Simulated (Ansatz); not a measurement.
Structure of amorphous Si₁₄Al₁₂O₄₆ (periodic cell):

```yaml
crystal:
  lattice:
    - [10.13909, 0.24989, -0.23856]
    - [0.24989, 10.32133, -0.01532]
    - [-0.23856, -0.01532, 9.65802]
  atoms:
    - { symbol: Si, position: [0.35377, 0.20584, 0.34920] }
    - { symbol: Si, position: [0.72511, 0.26384, 0.07692] }
    - { symbol: Si, position: [0.98182, 0.32814, 0.42360] }
    - { symbol: Si, position: [0.60349, 0.10350, 0.86184] }
    - { symbol: Si, position: [0.85497, 0.76368, 0.01940] }
    - { symbol: Si, position: [0.40667, 0.89346, 0.86817] }
    - { symbol: Si, position: [0.45865, 0.59032, 0.85285] }
    - { symbol: Si, position: [0.13009, 0.71014, 0.15235] }
    - { symbol: Si, position: [0.44581, 0.49647, 0.56088] }
    - { symbol: Si, position: [0.98428, 0.14896, 0.17264] }
    - { symbol: Si, position: [0.63546, 0.79809, 0.20455] }
    - { symbol: Si, position: [0.21098, 0.48025, 0.36705] }
    - { symbol: Si, position: [0.83664, 0.79221, 0.46918] }
    - { symbol: Si, position: [0.67315, 0.99507, 0.47179] }
    - { symbol: Al, position: [0.87347, 0.47749, 0.88143] }
    - { symbol: Al, position: [0.65565, 0.30140, 0.38226] }
    - { symbol: Al, position: [0.33257, 0.93840, 0.16512] }
    - { symbol: Al, position: [0.15111, 0.07288, 0.89729] }
    - { symbol: Al, position: [0.09349, 0.90883, 0.36387] }
    - { symbol: Al, position: [0.36415, 0.98056, 0.54957] }
    - { symbol: Al, position: [0.11374, 0.09374, 0.61919] }
    - { symbol: Al, position: [0.86804, 0.95954, 0.76746] }
    - { symbol: Al, position: [0.35894, 0.23326, 0.68429] }
    - { symbol: Al, position: [0.68839, 0.52145, 0.09163] }
    - { symbol: Al, position: [0.75402, 0.50142, 0.55683] }
    - { symbol: Al, position: [0.17653, 0.54539, 0.91388] }
    - { symbol: O, position: [0.48907, 0.86439, 0.19582] }
    - { symbol: O, position: [0.34987, 0.91935, 0.71369] }
    - { symbol: O, position: [0.03205, 0.01699, 0.75916] }
    - { symbol: O, position: [0.50151, 0.24094, 0.33626] }
    - { symbol: O, position: [0.71699, 0.13646, 0.44073] }
    - { symbol: O, position: [0.49041, 0.59756, 0.68442] }
    - { symbol: O, position: [0.56813, 0.52681, 0.95782] }
    - { symbol: O, position: [0.28937, 0.96120, 0.97595] }
    - { symbol: O, position: [0.04278, 0.46049, 0.89030] }
    - { symbol: O, position: [0.65194, 0.64322, 0.21946] }
    - { symbol: O, position: [0.33198, 0.15410, 0.51536] }
    - { symbol: O, position: [0.79543, 0.91624, 0.58393] }
    - { symbol: O, position: [0.52671, 0.95613, 0.50114] }
    - { symbol: O, position: [0.82460, 0.37736, 0.44408] }
    - { symbol: O, position: [0.26080, 0.33659, 0.31278] }
    - { symbol: O, position: [0.07561, 0.13818, 0.03839] }
    - { symbol: O, position: [0.99459, 0.28571, 0.26057] }
    - { symbol: O, position: [0.88963, 0.82428, 0.87337] }
    - { symbol: O, position: [0.81964, 0.61054, 0.00001] }
    - { symbol: O, position: [0.21992, 0.16444, 0.75986] }
    - { symbol: O, position: [0.07797, 0.45279, 0.45250] }
    - { symbol: O, position: [0.73026, 0.84483, 0.08472] }
    - { symbol: O, position: [0.97558, 0.76203, 0.14116] }
    - { symbol: O, position: [0.33516, 0.55804, 0.44215] }
    - { symbol: O, position: [0.43038, 0.74195, 0.90219] }
    - { symbol: O, position: [0.00873, 0.02927, 0.27581] }
    - { symbol: O, position: [0.31067, 0.07986, 0.25929] }
    - { symbol: O, position: [0.17917, 0.69240, 0.99858] }
    - { symbol: O, position: [0.79303, 0.37715, 0.99477] }
    - { symbol: O, position: [0.67725, 0.36406, 0.20359] }
    - { symbol: O, position: [0.60008, 0.20012, 0.99724] }
    - { symbol: O, position: [0.54000, 0.96743, 0.90745] }
    - { symbol: O, position: [0.71913, 0.86933, 0.35365] }
    - { symbol: O, position: [0.98675, 0.80008, 0.43335] }
    - { symbol: O, position: [0.59071, 0.44569, 0.49503] }
    - { symbol: O, position: [0.32816, 0.50598, 0.86090] }
    - { symbol: O, position: [0.50923, 0.16855, 0.74068] }
    - { symbol: O, position: [0.79691, 0.47705, 0.72363] }
    - { symbol: O, position: [0.02313, 0.21151, 0.52924] }
    - { symbol: O, position: [0.20632, 0.83284, 0.23595] }
    - { symbol: O, position: [0.36350, 0.38486, 0.62217] }
    - { symbol: O, position: [0.78379, 0.65792, 0.50632] }
    - { symbol: O, position: [0.15941, 0.57565, 0.23740] }
    - { symbol: O, position: [0.82733, 0.14547, 0.12183] }
    - { symbol: O, position: [0.75128, 0.07584, 0.81134] }
    - { symbol: O, position: [0.18676, 0.96448, 0.50918] }
```

Methods: PBE, scalar-relativistic without spin-orbit coupling (Ansatz, a first-principles code); r2SCAN, scalar-relativistic without spin-orbit coupling (Ansatz); HSE06, scalar-relativistic without spin-orbit coupling (Ansatz). Neutral PBE cell, which sets geometry, pressure and energy: sampling: a 2×2×2 Γ-centred mesh; Fermi-Dirac width 0.02 eV; no spin polarisation. Exact exchange is cut at the faces of this 10 Å cell, which leaves hybrid gaps a finite-size error.

The cell was made by melting and quenching with the CHGNet potential and then relaxed with DFT. O atoms were pushed apart under 1.9 Å during the dynamics, to hinder bonds among them. The hot cell started wider than the set density and was brought back towards it in steps. It is the lowest in DFT energy of 2 quenches. It is a model cell: composition and starting density were chosen by hand, and all elements were melted together. No dispersion term was used. Its density started from a set value of 2.56 and ended at 2.39 g/cm³. Cooling (nominally 470 K/ps over its main leg) ran many orders faster than in experiment, which tends to leave more defects and strain. Values belong to this one cell and scatter from quench to quench. Volume and shape were free in the relaxation.

### Question
Give the pressure, the energy against reference phases and the spacing of the highest filled and lowest empty levels.

### Answer

```json
{
  "Pressure on a 2×2×2 Γ-centred mesh": "0.03 GPa",
  "Largest force and stress component on that mesh (the relaxation ran on the zone centre alone)": "0.03 eV/Å and 0.1 GPa",
  "Energy relative to alpha cristobalite + corundum (lowest mix at this level among the phases computed, not always the ambient ones)": "0.137 eV/atom",
  "Level gap on a 2×2×2 Γ-centred mesh (PBE)": "3.81 eV",
  "Level gap at the zone centre (PBE)": "3.82 eV",
  "Level gap at the zone centre (r2SCAN)": "4.42 eV",
  "Level gap at the zone centre (HSE06)": "5.51 eV",
  "Distance between the nearest levels spread over more than a fifth of the atoms or a third of the atoms of their main element (six at least) (PBE, zone centre)": "4.53 eV"
}
```

### Question
At PBE and the zone centre, how localised are the states just below and above the Fermi level (participation number: the atoms over which a state spreads)?

### Answer
The highest filled state is spread over 2.0 atoms' worth, largest on O64, with weights by element (charge in smoothed Voronoi cells) O 0.94, Al 0.05, Si 0.01. The lowest empty state is spread over 51.0 atoms' worth, largest on Al20, with weights by element (charge in smoothed Voronoi cells) O 0.64, Al 0.23, Si 0.13.

At PBE the levels at the filled edge of the gap are localised (band-tail or defect states), and the nearest spread-out levels lie 4.5 eV apart at the zone centre.

Bonds are counted up to Si-Si 2.60 Å, Si-Al 2.55 Å, Si-O 1.98 Å, Al-Al 2.66 Å, Al-O 2.18 Å, O-O 1.58 Å. Two cations that share two anions don't count as bonded, nor two that share one unless they lie closer than Si-Si 2.38 Å, Si-Al 2.48 Å, Al-Al 2.59 Å.
